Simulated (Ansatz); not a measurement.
Abridged Ansatz (a first-principles code) output:

```
Pseudopotential: W, paw, valence charge 14
Pseudopotential: S, paw, valence charge 6
Crystal: 3 atoms, lattice volume = 54.378 Å³
Basis set: ecut = 500 eV, 1379 PW (Γ), exchange–correlation on 192×192×192 points (64 copies of the dense FFT grid, shifted against one another)
Bands: 17, of which v1, the nominal top of the filled ones, is band 13 counted from 1 (12 counted from 0)
Symmetry: 6 space group operations
k-points: 189 of 1728 (time reversal used)
Functional: x = r2scan, c = r2scan + rvv10(b = 11.95, C = 0.0093); τ floored in thin density (d = 2e-4 eV/Å³)
SCF iter   1: F=—  HF=-12208.809462 eV  |F-HF|=—  |Δ(HF+E_count)|=         —  Δρ=3.99e-2  dr2=1.21e0  dr2_τ=7.32e-2  ethr=3.10e-3  ⟨swp⟩=6.3  Hψ=19950  notcnv=0
SCF iter   2: F=—  HF=-12208.802945 eV  |F-HF|=—  |Δ(HF+E_count)|=   6.52e-3  Δρ=2.62e-2  dr2=8.32e-1  dr2_τ=2.13e-2  ethr=3.10e-3  ⟨swp⟩=3.2  Hψ=7246  notcnv=0
SCF 1 converged in 11 iterations: F = -12208.699902 eV  dr2 = 1.73e-10
SCF converged after 11 iterations
Free energy (F): -12208.699902 eV
Internal energy: -12208.699901 eV  (E = F + TS)
E sigma→0 (E₀):  -12208.699901 eV
Entropy (-TS):   -0.000000 eV (-0.000 meV/atom)
Fermi energy:    11.732096 eV
--- Forces (eV/Å), atoms counted from 1 ---
  atom   1  W     -0.00000000     0.00000000    -0.00276665
  atom   2  S     -0.00000000     0.00000000     0.00125219
  atom   3  S     -0.00000000     0.00000000     0.00151300
--- Stress (GPa, compression-positive) ---
       -0.002421       0.000000       0.000000
        0.000000      -0.002421      -0.000000
        0.000000      -0.000000      -0.009262
  P = ⅓ Tr σ = -0.0047 GPa (-0.047 kbar)
```

Task: What was computed, and what are the main results?

Result: WS2, 3 atoms in the cell, with DFT with r2SCAN+rVV10, PAW potentials and a 500 eV plane-wave cutoff in Ansatz, spin-orbit coupling left out, earlier PAW set. The last SCF converged to F = -12208.699902 eV, or -4069.5666 eV per atom, at a pressure of 0.00 GPa. The total energy compares only with runs of the same code, potentials and settings.

With W present, leaving out spin-orbit coupling can change the band edges. Stability against distortions was not tested. The cell was made from MoS2 by this change: Mo → W; the result is a model cell.
